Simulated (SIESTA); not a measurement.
# A short convergence ladder for Tc (P6_3/mmc, 2 atoms in the cell)

```
Tc
1.0
    1.36315    -2.36104     0.00000
    1.36315     2.36104     0.00000
    0.00000     0.00000     4.36805
Tc
2
Direct
  0.33333   0.66667   0.25000
  0.66667   0.33333   0.75000
```

Base method: SIESTA 5.4.2 with GGA PBEsol, numerical atomic orbitals DZP, PseudoDojo PBEsol standard norm-conserving potentials (rewritten from UPF to PSML).

Base settings: XC.functional = GGA; XC.authors = PBEsol; potentials = PseudoDojo PBEsol standard; PAO.BasisSize = DZP; PAO.EnergyShift = 0.005 Ry; MeshCutoff = 300 Ry; kgrid.MonkhorstPack = 6 6 4; OccupationFunction = MP; OccupationMPOrder = 0; ElectronicTemperature = 100 meV.

Core times come from one kind of shared machine, to one figure; runs under 30 s give none.

**The force threshold of a relaxation**

On Tc (P-3m1, 2 atoms in the cell): one atom moved by 0.15 angstrom.

In this ladder: MD.TypeOfRun = Broyden; MD.Steps = 40.

The mesh stays at the base's, so the ladder's end is converged at best in this setting alone.

Only quantities that move along the ladder and can be compared are tabulated.

```tsv
MD.MaxForceTol	free energy less the last step's (meV/atom)	largest force left (eV/Å)	relaxation steps	core time / last (rough)
0.2 eV/Ang	1.11	0.1464	3	0.1
0.1 eV/Ang	0.19	0.0392	4	0.1
0.05 eV/Ang	0.19	0.0392	4	0.2
0.03 eV/Ang	0.11	0.0255	6	0.2
0.02 eV/Ang	0.05	0.0101	7	0.3
0.01 eV/Ang	0.04	0.0052	8	0.2
0.005 eV/Ang	0.04	0.0024	11	0.3
0.002 eV/Ang	0.04	0.0017	13	0.3
0.001 eV/Ang	0.00	0.0007	34	1
```

Coarsest MD.MaxForceTol that holds the free energy within 0.5 meV/atom of the last step, with all finer ones: 0.1 eV/Ang, at about 0.1 of the last step's time; the step before is off by 1.1 meV/atom.

Coarsest MD.MaxForceTol that holds the largest force left within 0.005 eV/Å of the last step, with all finer ones: 0.01 eV/Ang, at about 0.2 of the last step's time; the step before is off by 0.0094 eV/Å.

On the base run: the starting cell has typed, rounded lattice constants, without a prior relaxation at this level. Its lattice was rescaled by up to half a per cent. Spin polarisation is off. Values carry the incompleteness of an atom-centred basis. Without a gap this mesh is coarse (it stands for a supercell whose shortest vector is 16 Å).
